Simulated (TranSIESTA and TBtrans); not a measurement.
Ge chain with a H atom beside one bond

Junction: Ge chain with a H atom beside one bond. Leads: straight Ge chain, spacing 2.4 Å. Geometry: 3 atoms about the centre moved by SIESTA (PBE, DZP) to a largest force of 0.02 eV/Å, all others as built.

TranSIESTA and TBtrans, PBE, DZP numerical orbitals (energy shift 0.15 eV), PseudoDojo norm-conserving scalar-relativistic potentials, mesh cutoff 200 Ry, 300 K, no spin polarisation, no spin-orbit coupling; self-consistent non-equilibrium Green functions.

| Quantity | Value |
|---|---|
| Conductance at 300 K (G0 = 2e²/h) | 2.57 |
| Mean T from −0.5 to 0.5 eV | 2.51 |

Energies count from the leads' Fermi level. Transmissions are for one spin of a degenerate pair. The energy step is 0.01 eV; narrower resonances are cut or missed.

```csv
E (eV),T,lead channels
-1.95,0.97,1
-1.80,0.98,1
-1.65,0.99,1
-1.50,0.99,1
-1.35,1.00,1
-1.20,1.00,1
-1.05,1.14,band edge
-0.90,1.88,3
-0.75,2.07,3
-0.60,2.18,3
-0.45,2.31,3
-0.30,2.44,3
-0.15,2.53,3
0.00,2.57,3
0.15,2.58,3
0.30,2.57,3
0.45,2.56,3
0.60,2.55,3
0.75,2.55,3
0.90,2.57,3
1.05,2.61,3
1.20,2.65,3
1.35,2.70,3
1.50,2.75,3
1.65,2.79,3
1.80,2.82,3
1.95,2.85,3
```

The straight chain is held at its spacing; free chains may zigzag or dimerise. No spin-polarised start was tried, so a magnetic state, if there is one, is missed.
